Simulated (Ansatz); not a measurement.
We consider AlB2-type HfB2, described by r²SCAN (PAW; Ansatz, a quantum-chemistry and plane-wave program).

Run with plane-wave cutoff 600 eV, 18×18×12 k mesh (along the axes of the cell as run), Fermi–Dirac smearing 0.1 eV, finite displacements, scalar-relativistic PAW data made under PBE.

Computed at the level's own relaxed cell.

```yaml
crystal:
  lattice:
    - [3.13656, 0.00000, 0.00000]
    - [-1.56828, 2.71634, 0.00000]
    - [0.00000, 0.00000, 3.47906]
  atoms:
    - { symbol: Hf, position: [0.00000, 0.00000, 0.00000] }
    - { symbol: B, position: [0.66667, 0.33333, 0.50000] }
    - { symbol: B, position: [0.33333, 0.66667, 0.50000] }
```

Harmonic phonon frequencies (cm⁻¹; i marks an imaginary mode):

```
q point                          frequencies
-------  -----------------------------------
Γ              0 0 0 446 446 470 541 814 814
M        166 172 213 529 544 545 733 737 763
A        153 153 174 422 422 512 641 821 821
```

No imaginary mode appears at these points.
